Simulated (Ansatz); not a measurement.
Base system: MoS2 in the 2H-MoS2 type structure (space group P6_3/mmc, No. 194; a = 3.109 Å, c = 11.709 Å; layered, stacked along the Cartesian z axis).

One thing is altered: a free-standing slab of 1 layer (3 atoms, 3 a layer) is cut normal to the stacking axis, with 15 Å of vacuum and the in-plane cell relaxed.

Levels (all Ansatz, a quantum-chemistry and plane-wave program, PAW): PBEsol-D3(BJ) (420 eV, spin-orbit coupling left out); PBEsol+SOC (420 eV, noncollinear with spin-orbit coupling).

The geometry is relaxed with PBEsol-D3(BJ).

| Quantity | Result |
|---|---|
| PBEsol-D3(BJ) gap character | direct at K |
| PBEsol-D3(BJ) lowest conduction level above the VBM at special points | K 1.90 eV; M 2.49 eV; Γ 2.95 eV |
| PBEsol-D3(BJ) hole mass | 0.57 mₑ (at K) |

Task: How does going to PBEsol+SOC change the gap character, lowest conduction level above the VBM at special points and hole mass?

Result: The gap character is still direct at K; the lowest conduction level above the VBM at special points goes from K 1.90 eV; M 2.49 eV; Γ 2.95 eV to K 1.82 eV; M 2.41 eV; Γ 2.84 eV; the hole mass (in plane) goes from 0.57 mₑ (at K) to 0.54 mₑ (at K).

Single points use the geometry relaxed with PBEsol-D3(BJ). The spin-orbit shifts are approximate. Effective masses come from finite differences of ±0.01 Å⁻¹. Whether these cells are dynamically stable was not tested. k-point labels follow each cell's own Brillouin zone.
